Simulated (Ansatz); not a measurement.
## Response to strain in InP

The reference is InP in the zinc blende structure (space group F-43m, No. 216; a = 5.8788 Å). Axes: x, y, z lie along the cube axes.

Strains are applied to the cell and any free atomic positions relax; under biaxial strain the out-of-plane vector relaxes too; under stress the whole cell relaxes.

Level of theory: PBEsol (Ansatz, an electronic-structure program; PAW; 420 eV plane waves; no SOC), earlier PAW set.

| change | band gap | space group | electron mass |
|---|---|---|---|
| base | 0.57 eV | F-43m (No. 216) | 0.045 mₑ (at Γ) |
| biaxial strain −3.70 %, plane normal [001], relaxed out of plane | 0.59 eV | I-4m2 (No. 119) | 0.069 mₑ out of plane, 0.049 mₑ in plane (at Γ) |
| isotropic strain −5.47 % | 1.31 eV | F-43m (No. 216) | 1.9 mₑ along k, 0.24 mₑ across (at X) |
| isotropic strain −5.28 % | 1.33 eV | F-43m (No. 216) | 1.9 mₑ along k, 0.24 mₑ across (at X) |
| uniaxial strain ε_zz = +0.46 % | 0.53 eV | I-4m2 (No. 119) | 0.044 mₑ (at Γ) |
| uniaxial strain ε_zz = +1.82 % | 0.44 eV | I-4m2 (No. 119) | 0.042 mₑ along z, 0.036 mₑ across (at Γ) |
| uniaxial strain ε_zz = +3.12 % | 0.35 eV | I-4m2 (No. 119) | 0.039 mₑ along z, 0.030 mₑ across (at Γ) |
| uniaxial stress, 0.5 GPa compression along x | 0.54 eV | I-4m2 (No. 119) | 0.044 mₑ along x, 0.047 mₑ across (at Γ) |
| tensor shear ε_xy = +0.57 % | 0.53 eV | Imm2 (No. 44) | 0.045 mₑ (at Γ) |
| uniaxial stress, 5 GPa compression along z | 0.21 eV | I-4m2 (No. 119) | – |

Effective masses come from finite differences of ±0.01 Å⁻¹. Along k means along the line from Γ to the band edge. Beyond what the load breaks, stability against distortions was not tested. A zero or small gap of InP under uniaxial stress, 5 GPa compression along z can be the functional's error rather than a property of the material.
